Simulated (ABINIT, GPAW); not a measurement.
A GPAW input for a self-consistent single point of Fe (Im-3m, 1 atom in the cell) (DFT LDA (Perdew-Wang 92), plane waves, GPAW PAW datasets LDA (gpaw-data 1.0.1)):

```python
from ase import Atoms
from ase.units import GPa
from gpaw import GPAW, PW, FermiDirac

atoms = Atoms(['Fe'],
              cell=[[-1.413197, 1.413197, 1.413197],
                    [1.413197, -1.413197, 1.413197],
                    [1.413197, 1.413197, -1.413197]],
              positions=[[0.000000, 0.000000, 0.000000]],
              pbc=True)

atoms.set_initial_magnetic_moments([4.0])

calc = GPAW(spinpol=True,
            mode=PW(800),
            xc='LDA',
            kpts={'size': (16, 16, 16), 'gamma': True},
            occupations=FermiDirac(0.1),
            nbands=-5,
            convergence={'density': 1e-05},
            symmetry={'symmorphic': False, 'tolerance': 0.0005},
            maxiter=100)

atoms.calc = calc

energy = atoms.get_potential_energy()
print('Energy (eV):', round(energy, 6))
forces = atoms.get_forces()
print('Forces (eV/Ang):')
print(forces.round(5))
stress = atoms.get_stress()
print('Stress (GPa, Voigt):', (stress / GPa).round(4))
```

### Question
Give the ABINIT input for the same structure, mesh, smearing and functional.

### Answer
One input that does it (others would too):

```
# Fe, PseudoDojo nc-sr-04 LDA standard
pp_dirpath "./"
pseudos "Fe.upf"
acell 4.6255374469 4.6255374469 4.6255374469
rprim
        -0.5773502692    0.5773502692    0.5773502692
         0.5773502692   -0.5773502692    0.5773502692
         0.5773502692    0.5773502692   -0.5773502692
natom 1
ntypat 1
znucl 26
typat 1
xcart
         0.0000000000    0.0000000000    0.0000000000
      Angstrom
ecut 45
ixc 7
nsppol 2
spinat 0 0 4
occopt 3
tsmear 0.1 eV
nband 15
kptopt 1
ngkpt 16 16 16
nshiftk 1
shiftk 0 0 0
nstep 60
tolvrs 1.0e-11
prtwf 0
prtden 0
enunit 1
```

Basis settings and potentials, where a program has them, do not carry over. This input uses DFT, LDA (PW92), plane waves, norm-conserving pseudopotentials (PseudoDojo nc-sr-04 LDA standard). LDA parametrisations can differ slightly between programs. Both were run: pressure -16.39 GPa in GPAW and -16.12 in ABINIT; size of the net moment 2.12 μB/atom in GPAW and 2.18 in ABINIT.

On GPAW: the starting cell comes from a database of computed structures (which also holds hypothetical and non-ambient phases and stackings), without a prior relaxation at this level. Its lattice was rescaled by a random factor within 2.5 % of one. With one magnetic atom in the cell only a parallel order is possible. With a pressure of about -16 GPa the cell is away from its equilibrium volume at this level.

On ABINIT: the starting cell comes from a database of computed structures (which also holds hypothetical and non-ambient phases and stackings), without a prior relaxation at this level. Its lattice was rescaled by a random factor within 2.5 % of one. With one magnetic atom in the cell only a parallel order is possible. With a pressure of about -16 GPa the cell is away from its equilibrium volume at this level.
